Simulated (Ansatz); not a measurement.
**Short convergence ladders for the (001) slab of Ta2N (cut from a parent of space group no. 164; 6 atoms in the cell)**

```yaml
crystal:
  lattice:
    - [3.12220, 0.00000, 0.00000]
    - [-1.56110, 2.70390, 0.00000]
    - [0.00000, 0.00000, 21.37268]
  atoms:
    - { symbol: Ta, position: [0.66667, 0.33333, 0.32752] }
    - { symbol: Ta, position: [0.33333, 0.66667, 0.44394] }
    - { symbol: N, position: [0.00000, 0.00000, 0.38573] }
    - { symbol: Ta, position: [0.66667, 0.33333, 0.55606] }
    - { symbol: Ta, position: [0.33333, 0.66667, 0.67248] }
    - { symbol: N, position: [0.00000, 0.00000, 0.61427] }
```

Base method: PBE (plane waves, PAW; Ansatz, a program for electronic structure).

Base settings: basis.ecutwfc = 30.9 Ry; kpoints.mp_grid.grid = 11 11 1; hamiltonian.xc = pbe; hamiltonian.pseudopotentials = {kind: paw} (the program's default PAW files); scf.occupations.method = fermi_dirac; scf.occupations.width = 0.0073 Ry.

The count of work is k-points × plane waves × bands × iterations; it is no time. 

**The vacuum**

The mesh stays at the base's, so the ladder's end is converged at best in this setting alone.

Only quantities that move along the ladder and can be compared are tabulated.

```tsv
vacuum between outermost atoms (Å)	free energy less the last step's (meV/atom)	largest difference of a force vector from the last step's (eV/Å)	count of work / last
3.0	-385.37	2.142	0.32
4.0	-109.28	1.012	0.40
5.0	-18.93	0.211	0.33
6.0	-2.69	0.035	0.36
7.0	-0.45	0.006	0.39
8.0	-0.10	0.002	0.41
10.0	0.00	0.000	0.46
12.0	-0.01	0.000	0.52
14.0	0.00	0.000	0.65
17.0	0.01	0.000	0.65
20.0	0.00	0.000	0.74
25.0	0.01	0.000	0.86
30.0	0.00	0.000	1.0
```

Smallest vacuum between outermost atoms (Å) that holds the forces within 0.02 eV/Å of the last step, with all finer ones: 7.0, at 0.39 of the last step's count of work; the step before is off by 0.035 eV/Å.

Smallest vacuum between outermost atoms (Å) that holds the free energy within 2 meV/atom of the last step, with all finer ones: 7.0, at 0.39 of the last step's count of work; the step before is off by 2.7 meV/atom.

**The plane-wave cutoff**

The mesh stays at the base's, so the ladder's end is converged at best in this setting alone.

Only quantities that move along the ladder and can be compared are tabulated.

| basis.ecutwfc | free energy less the last step's (meV/atom) | largest difference of a force vector from the last step's (eV/Å) | count of work / last |
|---|---|---|---|
| 15.4 Ry | 1353.86 | 0.249 | 0.13 |
| 18.4 Ry | 412.11 | 0.109 | 0.16 |
| 21.7 Ry | 114.62 | 0.004 | 0.19 |
| 26.1 Ry | 20.83 | 0.001 | 0.27 |
| 30.9 Ry | 2.30 | 0.001 | 0.35 |
| 37.1 Ry | 0.45 | 0.000 | 0.40 |
| 46.3 Ry | 0.15 | 0.000 | 0.57 |
| 61.7 Ry | 0.00 | 0.000 | 1.0 |

Coarsest basis.ecutwfc that holds the forces within 0.02 eV/Å of the last step, with all finer ones: 21.7 Ry, at 0.19 of the last step's count of work; the step before is off by 0.11 eV/Å.

Coarsest basis.ecutwfc that holds the free energy within 0.5 meV/atom of the last step, with all finer ones: 37.1 Ry, at 0.40 of the last step's count of work; the step before is off by 2.3 meV/atom.

**The depth of the slab**

On a (001) slab of Ta2N (cut from a parent of space group no. 164; 3 atoms in the cell), and deeper slabs.

Surface energy = (E_slab − N e_bulk)/2A, with e_bulk from the bulk crystal on its finest mesh (715 k-points); errors per atom of slab and bulk, whose meshes differ, grow with N. The bulk cell stands at -3.7 GPa at this level, so the slab is strained in the plane.

The mesh stays at the base's, so the ladder's end is converged at best in this setting alone.

Only quantities that move along the ladder and can be compared are tabulated.

```csv
atoms,unrelaxed surface energy (J/m²),count of work / last
3,3.049,0.063
6,2.972,0.18
9,2.974,0.28
12,2.985,0.51
15,2.978,0.73
18,2.987,1.0
```

Smallest size that holds the unrelaxed surface energy within 0.05 J/m² of the last step, with all finer ones: 6, at 0.18 of the last step's count of work; the step before is off by 0.063 J/m².

On the base run: the starting cell comes from a database of computed structures (which also holds hypothetical and non-ambient phases and stackings), without a prior relaxation at this level. The slab is cut from that crystal, and its faces are unrelaxed. Its lattice was rescaled by up to half a per cent. Spin polarisation is off.

Left out of this page: 1 run of the series outside the window shown, repeating another row's setting, or not comparable.

Keys are those of Ansatz 0.2.
